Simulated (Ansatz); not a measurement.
```yaml
crystal:
  lattice:
    - [0.00000, 2.78458, 2.78458]
    - [2.78458, 0.00000, 2.78458]
    - [2.78458, 2.78458, 0.00000]
  atoms:
    - { symbol: As, position: [0.75000, 0.75000, 0.75000] }
    - { symbol: Ga, position: [0.00000, 0.00000, 0.00000] }
```

No spin polarisation.

Level of theory: plane-wave PAW DFT at the r2SCAN level (Ansatz, a first-principles code, 500 eV), spin-orbit coupling left out, earlier PAW set. Settings: 10×10×10 k-points, 0.05 eV Fermi–Dirac smearing.

Problem. Predict the hole mass and band gap.

Solution. Hole mass (degenerate bands, along [100]): 0.069, 0.32, 0.32 mₑ (at Γ)
Band gap: 1.39 eV

Load acts through the strain it causes; cell and atoms are relaxed under it. Masses are band curvatures over ±0.01 Å⁻¹ around the edge. Stability against distortions was not tested. Tetrahedral semiconductors of this kind turn to denser phases somewhere between about 1 and 50 GPa; those were not computed, so compressed cells here can lie past the real transition. The cell was made from GaAs in the zinc blende structure (space group F-43m, No. 216) by this change: pressure 4.2 GPa.
